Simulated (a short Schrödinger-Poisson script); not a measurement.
System: gated Al0.25Ga0.75As/GaAs modulation-doped gas, at 300 K.

| layer | material | thickness (nm) | Nd (cm⁻³) | Na (cm⁻³) |
|---|---|---|---|---|
| 1 | Al0.25Ga0.75As | 10 | - | - |
| 2 | Al0.25Ga0.75As | 10 | 1.2e18 | - |
| 3 | Al0.25Ga0.75As | 3 | - | - |
| 4 | GaAs | 6000 | - | 2e15 |

Constants are typed, rounded textbook-type inputs, not results; the design itself was drawn at random and stands for no fabricated device. Al0.25Ga0.75As: permittivity 12.19, conduction-band edge (eV) 0.198, gap (eV) 1.736, electron mass (mₑ) 0.0878, Nv at 300 K (cm⁻³) 9e18. GaAs: permittivity 12.9, conduction-band edge (eV) 0, gap (eV) 1.424, Nv at 300 K (cm⁻³) 9e18.

Channel valleys (confinement mass, in-plane density-of-states mass, number): Γ 0.067, 0.067, 1. At the gate the conduction-band edge of layer 1 lies 0.95 eV − eVg above the Fermi level of the channel; the field vanishes at the back. The barrier under the gate holds no holes. Gaps are held at their typed values at every temperature. Mesh 0.08 nm at interfaces.

Solved with a short Schrödinger-Poisson script written for these runs: 1D Poisson equation in equilibrium, electrons quantum, Hartree (BenDaniel-Duke, 40 states a valley, the channel's in-plane mass for all, wave functions free to enter the barrier), parabolic valleys, classical holes, full ionisation, no traps, pinning or gate leakage.

The same stack at other levels of the model or other numerical settings:

```
run                                                                  sheet density of all electrons at Vg = 0.5 V (cm⁻²)  capacitance at Vg = 0.5 V (μF/cm²)  centroid of the channel electrons at Vg = 0.5 V (nm)  rough cost against the base
-------------------------------------------------------------------  ---------------------------------------------------  ----------------------------------  ----------------------------------------------------  ---------------------------
base                                                                                                             3.48e10                               0.140                                                 12.36                      about 1
electrons treated as classical, Boltzmann                                                                        4.06e10                               0.158                                                 10.05                         0.05
electrons treated as classical, Fermi-Dirac                                                                      4.03e10                               0.156                                                 10.13                          0.2
electrons treated as quantum, Hartree plus LDA exchange-correlation                                              3.76e10                               0.150                                                 12.09                      about 1
mesh six times as coarse                                                                                         3.50e10                               0.141                                                 12.46                          0.3
one subband a valley                                                                                             2.47e10                               0.116                                                  7.49                          0.3
```

The classical rows ignore confinement, and Boltzmann statistics overrate the density once the band edge passes the Fermi level.
